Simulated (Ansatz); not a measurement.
**NiSi (space group Pnma, No. 62; non-magnetic)**

```cif
data_Ni4Si4
_chemical_formula_sum 'Ni4 Si4'
_space_group_name_H-M_alt 'P 1'
_space_group_IT_number 1
_cell_length_a 5.11890
_cell_length_b 3.34227
_cell_length_c 5.56343
_cell_angle_alpha 90.000
_cell_angle_beta 90.000
_cell_angle_gamma 90.000
loop_
_space_group_symop_operation_xyz
  'x, y, z'
loop_
_atom_site_label
_atom_site_type_symbol
_atom_site_fract_x
_atom_site_fract_y
_atom_site_fract_z
_atom_site_occupancy
Ni1 Ni 0.50768 0.25000 0.68874 1
Ni2 Ni 0.00768 0.25000 0.81126 1
Ni3 Ni 0.49232 0.75000 0.31126 1
Ni4 Ni 0.99232 0.75000 0.18874 1
Si1 Si 0.67882 0.25000 0.08342 1
Si2 Si 0.17882 0.25000 0.41658 1
Si3 Si 0.32118 0.75000 0.91658 1
Si4 Si 0.82118 0.75000 0.58342 1
```

All numbers come from plane-wave PAW DFT at the r2SCAN level (Ansatz, a first-principles code, 500 eV), no spin-orbit coupling. k-mesh 9×14×9 (Γ-centred); smearing 0.05 eV (Fermi–Dirac).

| Item | Value |
|---|---|
| Volume per atom | 11.90 Å³ |
| Density | 6.06 g/cm³ |
| Band gap | zero |
| Total energy | -3242.653 eV/atom (σ→0; compares only within this code and set-up) |

Whether these cells are dynamically stable was not tested. Seeded moments were not kept for the base. The final runs are not spin-polarised.
